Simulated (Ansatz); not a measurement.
BN (model structure, from the rocksalt type, Fm-3m, No. 225) was calculated with G0W0@PBEsol in Ansatz (hard PAW, contour deformation).

The same calculation (at the PBEsol cell, 5.280 Å³/atom) with different numerical settings; throughout: k mesh 4×4×4:

```
run  response cutoff (eV)  empty bands  quasiparticle gap on the mesh (eV)  quasiparticle gap at Γ (eV)      rough time
---  --------------------  -----------  ----------------------------------  ---------------------------  --------------
1                     100           44                               2.405                       11.256  under 3 core-s
2                     150           81                               2.521                       11.325        3 core-s
3                     200          125                               2.594                       11.309        6 core-s
4                     250          174                               2.641                       11.302       10 core-s
5                     300          229                               2.673                       11.295       10 core-s
6                     400          352                               2.709                       11.291       30 core-s
```

In the column quasiparticle gap on the mesh (eV) the first row differs from the last by -0.304 and the next to last by -0.036.

The last row is no converged limit: other settings stay fixed.

A model structure was made by putting elements into a prototype or built by hand; it is no filed structure, need not be a known phase, and can be a saddle point held by its symmetry.

Ansatz is a first-principles code.
